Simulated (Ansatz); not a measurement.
Ansatz (a first-principles code) run on LaCoSi₂ (Cm, 8 atoms in the cell): relaxation of the atoms.

Method of the run: LDA (PW92), default PAW files made with PBE (plane waves; Ansatz).

The change in words: one atom moved by 0.15 angstrom; relax: default → atoms; relax.f_tol: default → 0.001 eV/Å. Reference geometry:
```yaml
crystal:
  lattice:
    - [2.12634, -8.31888, 0.00000]
    - [2.12634, 8.31888, 0.00000]
    - [0.00000, 0.00000, 4.10450]
  atoms:
    - { symbol: La, position: [0.60858, 0.39142, 0.75000] }
    - { symbol: La, position: [0.39142, 0.60858, 0.25000] }
    - { symbol: Co, position: [0.81844, 0.18156, 0.75000] }
    - { symbol: Co, position: [0.18156, 0.81844, 0.25000] }
    - { symbol: Si, position: [0.95629, 0.04371, 0.75000] }
    - { symbol: Si, position: [0.04371, 0.95629, 0.25000] }
    - { symbol: Si, position: [0.24957, 0.75043, 0.75000] }
    - { symbol: Si, position: [0.75043, 0.24957, 0.25000] }
```

Reference input (self-consistent single point, DFT, LDA (PW92), plane waves, default PAW files made with PBE): basis.ecutwfc = 420 eV; kpoints.mp_grid.grid = 6 6 6; hamiltonian.xc = lda; hamiltonian.pseudopotentials = {kind: paw} (the program's default PAW files); scf.occupations.method = gaussian; scf.occupations.width = 0.1 eV. This run's input differs from it in these lines:

```diff
@@ -6,3 +6,3 @@
   atoms:
-    - { symbol: La, position_ang: [2.126344, -1.806527, 3.078375] }
+    - { symbol: La, position_ang: [2.126344, -1.806527, 3.228374] }
     - { symbol: La, position_ang: [2.126344, 1.806527, 1.026125] }
@@ -23,2 +23,4 @@
   occupations: { method: gaussian, width: 0.1 }
+relax:
+  f_tol: 0.001
 output:
```

Output, abridged:

```
   [... SCF lines of the steps left out ...]
relax step   1: F+E_penalty+E_count = -24718.62054252 eV  Δ(F+E_penalty+E_count) = +0.000e0 eV  max|allowed force component| = 9.342e-1 eV/Å  Δτ_max = 0.0000 Å  (8 SCF iters, dr2 threshold 1.00e-7 eV, accepted)
relax step   2: F+E_penalty+E_count = -24718.66965240 eV  Δ(F+E_penalty+E_count) = -4.911e-2 eV  max|allowed force component| = 5.135e-1 eV/Å  Δτ_max = 0.1954 Å  (6 SCF iters, dr2 threshold 5.45e-5 eV, accepted)
   [... lines left out ...]
relax step   5: F+E_penalty+E_count = -24718.69433704 eV  Δ(F+E_penalty+E_count) = -4.576e-5 eV  max|allowed force component| = 8.710e-3 eV/Å  Δτ_max = 0.0035 Å  (6 SCF iters, dr2 threshold 7.58e-9 eV, accepted)
relax step   6: F+E_penalty+E_count = -24718.69434543 eV  Δ(F+E_penalty+E_count) = -8.389e-6 eV  max|allowed force component| = 2.993e-4 eV/Å  Δτ_max = 0.0008 Å  (6 SCF iters, dr2 threshold 4.74e-8 eV, accepted)
relax step   7: F+E_penalty+E_count = -24718.69434543 eV  Δ(F+E_penalty+E_count) = -7.640e-11 eV  max|allowed force component| = 2.995e-4 eV/Å  Δτ_max = 0.0000 Å  (6 SCF iters, accepted)
the relaxation is at rest under the 2 symmetry operations that the run kept from its start: a minimum is not shown …
Stability not checked: this state was not tested for a lower state beside it, because too few of the mixer's solves of this state at the end of the SCF gave a …
Free energy (F): -24718.694345 eV
Internal energy: -24718.668052 eV  (E = F + TS)
E sigma→0 (E₀):  -24718.681199 eV
Entropy (-TS):   -0.026293 eV (-3.287 meV/atom)
Fermi energy:    11.849484 eV
--- Forces (eV/Å), atoms counted from 1 ---
  atom   1  La     0.00000000    -0.00004730    -0.00000328
   [... lines left out ...]
    - { symbol: Si, position: [0.9555095187308535, 0.044490481269146454, 0.7545666241275036] }
    - { symbol: Si, position: [0.04449021306899492, 0.9555097869310051, 0.25456331814776273] }
    - { symbol: Si, position: [0.24986649540542, 0.7501335045945801, 0.754567147918097] }
    - { symbol: Si, position: [0.7501336743253062, 0.2498663256746938, 0.25457107197462236] }
```

The run converged.  The full log also holds: “iter 5 did not close the SCF: its close was put off for the readings that it lacked (scf_convergence_deferred on its scf_iter line)”. The full log also holds: “iter 4 did not close the SCF: its close was put off for the readings that it lacked (scf_convergence_deferred on its scf_iter line)”.

Summary of the result:
```
Quantity                                                 Result
-----------------------------------------------  --------------
Free energy E − TS (on the zero of these files)  -24718.6943 eV
Fermi level (on the code's own zero)                   11.85 eV
Pressure                                              -7.11 GPa
Relaxation steps                                              7
```

The starting cell comes from a database of computed structures (which also holds hypothetical and non-ambient phases and stackings), without a prior relaxation at this level. Its lattice was rescaled by up to half a per cent. For this run, on top of that: one atom moved by 0.15 angstrom. Spin polarisation is off. Ansatz's pressure includes its estimate of the finite-basis (Pulay) stress.

Cost on one core of a shared machine: roughly 5 min.

Keys are those of Ansatz 0.2.
